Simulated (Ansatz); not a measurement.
**Y under a change: isotropic strain +2.50 %**

Take Y in the hcp (Mg type) structure (space group P6_3/mmc, No. 194; a = 3.652 Å, c = 5.703 Å; relaxed with 0.1 eV smearing) as the base.

One thing is altered: every lattice vector is stretched by 2.50 %, atoms relaxed at fixed cell.

Level of theory: PBE (Ansatz, a quantum-chemistry and plane-wave program, PAW, no spin-orbit coupling). Γ-centred 18×18×10 mesh, Fermi–Dirac width 0.1 eV.

The volume per atom grows by 2.53 Å³, from 32.94 Å³ to 35.47 Å³ and the space group remains P6_3/mmc (No. 194). The shortest interatomic distance increases by 0.1675 bohr to 6.869 bohr and the energy grows by 22 meV/atom. The pressure (mean of the normal stresses, compression positive) goes from zero to -2.7 GPa and the band gap remains zero.

Final structure:

```yaml
crystal:
  lattice:
    - [3.74366, 0.00000, 0.00000]
    - [-1.87183, 3.24210, 0.00000]
    - [0.00000, 0.00000, 5.84551]
  atoms:
    - { symbol: Y, position: [0.66667, 0.33333, 0.75000] }
    - { symbol: Y, position: [0.33333, 0.66667, 0.25000] }
```

Cost of the whole job for the changed cell (relaxation, final SCF and bands): very roughly 9 core-seconds.

Whether these cells are dynamically stable was not tested. The final runs are not spin-polarised.
